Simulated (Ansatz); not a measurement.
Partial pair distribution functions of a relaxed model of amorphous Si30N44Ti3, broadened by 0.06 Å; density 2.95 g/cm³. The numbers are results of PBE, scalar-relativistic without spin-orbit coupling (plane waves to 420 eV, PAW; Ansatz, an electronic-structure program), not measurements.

The cell was made by melting and quenching with the CHGNet potential and then relaxed with DFT. N atoms were pushed apart under 1.9 Å during the dynamics, to hinder bonds among them. The hot cell started wider than the set density and was brought back towards it in steps. It is the lowest in DFT energy of 2 quenches. It is a model cell: composition and starting density were chosen by hand, and all elements were melted together. No dispersion term was used. Its density started from a set value of 3.05 and ended at 2.95 g/cm³. The simulated quench (nominally 300 K/ps over its main leg) is rapid and tends to freeze in more defects than a deposited or slowly cooled glass has. A cell of this size samples the disorder only roughly. Volume and shape were free in the relaxation.

```csv
r (Å),g Si-N,g N-Ti,g Si-Si,g N-N
1.45,0.01,0.00,0.00,0.00
1.55,0.45,0.00,0.00,0.00
1.65,4.82,0.14,0.00,0.00
1.75,10.35,1.34,0.00,0.00
1.85,4.56,3.74,0.00,0.00
1.95,0.61,6.49,0.00,0.00
2.05,0.11,3.21,0.00,0.00
2.15,0.16,2.44,0.00,0.00
2.25,0.04,1.56,0.00,0.00
2.35,0.00,0.27,0.06,0.11
2.45,0.00,0.01,0.51,0.72
2.55,0.00,0.30,0.77,1.04
2.65,0.04,1.06,0.26,1.71
2.75,0.07,0.82,0.95,2.94
2.85,0.17,0.08,2.41,3.30
2.95,0.24,0.00,3.58,3.34
3.05,0.51,0.00,4.07,2.43
3.15,0.67,0.16,2.96,1.40
3.25,1.04,0.53,1.30,0.86
3.35,1.19,0.58,0.54,0.60
3.45,1.52,0.50,0.52,0.51
3.55,1.38,0.31,0.56,0.35
3.65,1.29,1.16,0.43,0.32
3.75,1.24,1.65,0.23,0.36
3.85,1.26,1.63,0.48,0.56
3.95,1.14,2.13,0.46,0.75
4.05,1.29,1.31,0.58,0.78
4.15,1.34,0.85,0.58,0.63
4.25,1.41,1.74,0.69,0.68
4.35,1.77,1.92,0.63,0.84
4.45,1.56,1.44,0.59,0.82
4.55,1.27,1.19,0.88,0.79
4.65,0.88,1.34,0.91,0.82
4.75,0.66,0.79,1.05,1.17
```

Within 2.28 Å each Si has 4.00 N neighbours on average.
